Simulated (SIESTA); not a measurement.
SIESTA run on ScCu3 (P1, 4 atoms in the cell): self-consistent single point.

Method of the run: GGA PBEsol, numerical atomic orbitals DZP, PseudoDojo PBEsol standard norm-conserving potentials (rewritten from UPF to PSML) (SIESTA 5.4.2).

The change in words: atoms moved at random. Reference geometry:
```xyz
4
Lattice="-1.9044 1.9044 3.6192 1.9044 -1.9044 3.6192 1.9044 1.9044 -3.6192" Properties=species:S:1:pos:R:3 pbc="T T T"
Sc     0.0000     0.0000     0.0000
Cu     0.0000     1.9044     1.8096
Cu     1.9044     0.0000     1.8096
Cu     0.0000     0.0000     3.6192
```

Reference input (self-consistent single point, DFT, GGA PBEsol, numerical atomic orbitals DZP, PseudoDojo PBEsol standard norm-conserving potentials (rewritten from UPF to PSML)): XC.functional = GGA; XC.authors = PBEsol; potentials = PseudoDojo PBEsol standard; PAO.BasisSize = DZP; PAO.EnergyShift = 0.005 Ry; MeshCutoff = 400 Ry; kgrid.MonkhorstPack = 10 10 10; OccupationFunction = FD; ElectronicTemperature = 1578.21 K; MaxSCFIterations = 150; SCF.Mixer.Method = Broyden; SCF.Mixer.Weight = 0.25. This run's input differs from it in these lines:

```diff
@@ -18,6 +18,6 @@
 %block AtomicCoordinatesAndAtomicSpecies
-     0.000000000    0.000000000    0.000000000  1
-    -0.000000000    1.904393000    1.809593500  2
-     1.904393000    0.000000000    1.809593500  2
-     0.000000000    0.000000000    3.619187000  2
+     0.001102644    0.013896356    0.034248367  1
+     0.044570414    1.883056181    1.774784159  2
+     1.871591735    0.041896646    1.817657049  2
+    -0.012871792   -0.034456183    3.611684425  2
 %endblock AtomicCoordinatesAndAtomicSpecies
```

Output (repeated stretches shortened):

```
        iscf     Eharris(eV)        E_KS(eV)     FreeEng(eV)     dDmax    Ef(eV) dHmax(eV)
   scf:    1   -15827.221271   -16475.902716   -16476.416042  3.222542 -0.120262 60.340774
   scf:    2   -16575.895131   -16747.299876   -16747.371780  2.876013 -3.377542 27.701196
   scf:    3   -16782.927453   -16766.564999   -16766.642293  1.313052 -3.197162 18.043683
   scf:    4   -16549.941723   -16713.802278   -16714.104448  1.218808 -3.020959 28.635151
   scf:    5   -16752.158715   -16775.440065   -16775.523625  1.169955 -3.324460  8.901558
   [... 10 lines left out ...]
   scf:   16   -16779.252703   -16779.252702   -16779.359935  0.000013 -3.528930  0.000157
   scf:   17   -16779.252704   -16779.252703   -16779.359935  0.000013 -3.528949  0.000136
   scf:   18   -16779.252704   -16779.252703   -16779.359935  0.000010 -3.528959  0.000104
   scf:   19   -16779.252704   -16779.252704   -16779.359935  0.000008 -3.528967  0.000079
SCF Convergence by DM+H criterion
max |DM_out - DM_in|         :     0.0000076562
max |H_out - H_in|      (eV) :     0.0000786368
SCF cycle converged after 19 iterations

Using DM_out to compute the final energy and forces

siesta: E_KS(eV) =           -16779.2527

siesta: E_KS - E_eggbox =    -16779.2527

siesta: Atomic forces (eV/Ang):
     1   -0.063183   -0.256467   -0.459805
     2   -0.220544    0.166403    0.392264
     3    0.190697   -0.190330    0.125889
     4    0.099538    0.289777   -0.058108
   Tot    0.006509    0.009384    0.000240
   Max    0.459805
   Res    0.241019    sqrt( Sum f_i^2 / 3N )
   Max    0.459805    constrained

Stress tensor Voigt[x,y,z,yz,xz,xy] (kbar):      -30.16      -40.78      -25.10       -6.80       -7.90        1.82
(Free)E + p*V (eV/cell)   -16778.3108
   [... lines left out ...]
siesta: FreeEng =    -16779.359935
siesta: Cell volume =         52.503006 Ang**3
siesta:          32.01504535         18.49710408  kBar
   [... lines left out ...]
              0.472   1.759   1.740   1.764   1.743   1.771   0.145   0.145

              0.162   0.139   0.127

mulliken: Qtot =       68.000

Mulliken Atomic Populations:
Atom #   charge [q] valence [e]  Species
     1    -0.902262   11.902262  Sc
     2     0.488922   18.511078  Cu
     3     0.479473   18.520527  Cu
     4    -0.066134   19.066134  Cu
 Total     0.000000
```

The run converged in 19 iterations. Against the reference run the free energy rises by 8.7 meV/atom, the pressure goes from 2.49 to 3.20 GPa and the largest force goes from 0.001 to 0.530 eV/Å.

The starting cell comes from a database of computed structures (which also holds hypothetical and non-ambient phases and stackings), without a prior relaxation at this level. Its lattice was rescaled by a random factor within 2.5 % of one. For this run, on top of that: atoms moved at random. Spin polarisation is off. Values carry the incompleteness of an atom-centred basis. With a pressure of about 3 GPa the cell is away from its equilibrium volume at this level.

Cost on one core of a shared machine: roughly 2 min.
